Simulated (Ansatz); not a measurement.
A computed series for ZnS: response to strain

The reference is ZnS in the zinc blende structure (space group F-43m, No. 216; a = 5.297 Å).

Strains are applied to the cell and any free atomic positions relax.

The values are results of LDA, PAW, 420 eV (Ansatz, a program for electronic structure; no spin-orbit coupling), not measurements.

| isotropic strain (%) | pressure (GPa) |
|---|---|
| -3 | 9.7 |
| -2 | 6.0 |
| -1 | 2.8 |
| -0.5 | 1.3 |
| 0 | 0.0 |
| 0.5 | -1.3 |
| 2 | ? |
| 2.5 | -5.4 |
| 3 | -6.3 |

Problem. Fit P = P₀ − Bδ + Cδ² with δ = (1 + ε)³ − 1 to the rows shown and predict the withheld row.

Solution. Least squares on the printed values gives P₀ = 0.0 GPa, B = 89.5 GPa, C = 246 GPa (largest residual 0.1 GPa); this predicts -4.6 GPa, and the run gives -4.5 GPa, in agreement.

No phonon test of stability was made.
